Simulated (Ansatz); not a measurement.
Band structure of BaMg₆W (P4/mmm, 8 atoms in the cell).

```xyz
8
Lattice="6.6629 0.0000 0.0000 0.0000 6.6629 0.0000 0.0000 0.0000 4.3524" Properties=species:S:1:pos:R:3 pbc="T T T"
Ba     0.0000     0.0000     2.1762
Mg     0.0000     3.3315     2.1762
Mg     3.3315     0.0000     2.1762
Mg     4.7399     1.9230     0.0000
Mg     1.9230     4.7399     0.0000
Mg     4.7399     4.7399     0.0000
Mg     1.9230     1.9230     0.0000
W      3.3315     3.3315     2.1762
```

Method: LDA (PW92), PAW files made with PBE (plane waves; Ansatz, a quantum-chemistry and plane-wave program).

Settings: basis.ecutwfc = 420 eV; kpoints.mp_grid.grid = 3 3 5; hamiltonian.xc = lda; hamiltonian.pseudopotentials = {kind: paw} (the program's default PAW files); scf.occupations.method = fermi_dirac; scf.occupations.width = 0.1 eV; kpoints.band_path.npoints = 8.

The starting cell comes from a database of computed structures (which also holds hypothetical and non-ambient phases and stackings), without a prior relaxation at this level. Its lattice was rescaled by a random factor within 2.5 % of one. Spin-orbit coupling is off. Spin polarisation is off.

Levels in eV from the Fermi level, bands 39 to 46:
```
point     39     40     41     42     43     44    45    46
-----  -----  -----  -----  -----  -----  -----  ----  ----
Γ      -0.78  -0.26  -0.26   0.66   0.94   0.94  1.23  1.35
X      -1.10  -0.37  -0.23   0.32   0.51   1.14  1.14  2.08
M      -0.42  -0.42  -0.16   0.16   1.65   2.02  2.18  2.18
Z      -0.74  -0.30  -0.30  -0.25  -0.25  -0.16  0.16  1.11
R      -0.99  -0.92  -0.67  -0.54   0.10   0.41  0.56  1.20
A      -1.44  -0.60  -0.42  -0.20  -0.20   0.57  1.05  1.42
```

Bands cross the Fermi level along this path, so the cell is metallic at this level.

Keys are those of Ansatz 0.2.
